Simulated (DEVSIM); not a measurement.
Device: In0.49Ga0.51P/GaAs p-n heterojunction, at 300 K.

Layer 1 from the left is In0.49Ga0.51P, thickness (μm) 0.0970, Na (cm⁻³) 1.1e17, τn (s) 5.6e-9, τp (s) 5.6e-9. Layer 2 from the left is GaAs, thickness (μm) 0.160, Nd (cm⁻³) 5.9e15, τn (s) 5.6e-9, τp (s) 5.6e-9.

Left contact: ohmic. Right contact: ohmic. Voltage is applied to the left contact. Recombination: SRH at mid-gap, radiative. Mobility is μmin + (μ − μmin)/(1 + (N/Nref)^α).

Constants are typed, rounded textbook-type inputs, not results; the design itself was drawn at random and stands for no fabricated device. Values at 300 K.

In0.49Ga0.51P: gap (eV) 1.89, affinity (eV) 4, permittivity 11.8, Nc (cm⁻³) 9e17, Nv (cm⁻³) 1.3e19, μn (cm²/Vs) 1500, μp (cm²/Vs) 80, μn,min 400, μp,min 15, Nref,n 2e16, Nref,p 1.5e17, αn 0.7, αp 0.8, B (cm³/s) 1e-10. GaAs: gap (eV) 1.424, affinity (eV) 4.07, permittivity 12.9, Nc (cm⁻³) 4.7e17, Nv (cm⁻³) 9e18, μn (cm²/Vs) 8500, μp (cm²/Vs) 400, μn,min 500, μp,min 20, Nref,n 6e16, Nref,p 1.5e17, αn 0.39, αp 0.38, B (cm³/s) 2e-10.

DEVSIM, 1D drift-diffusion, Boltzmann statistics, complete ionisation; no tunnelling, impact ionisation, image-force lowering or self-heating. Band offsets follow the typed affinities; no thermionic-emission limit at abrupt steps, no polarisation charge.

What does the simulation give for the potential step across the device at zero bias, the largest field in the device at zero bias?

potential step across the device at zero bias 1.583 V; largest field in the device at zero bias 110000 V/cm.
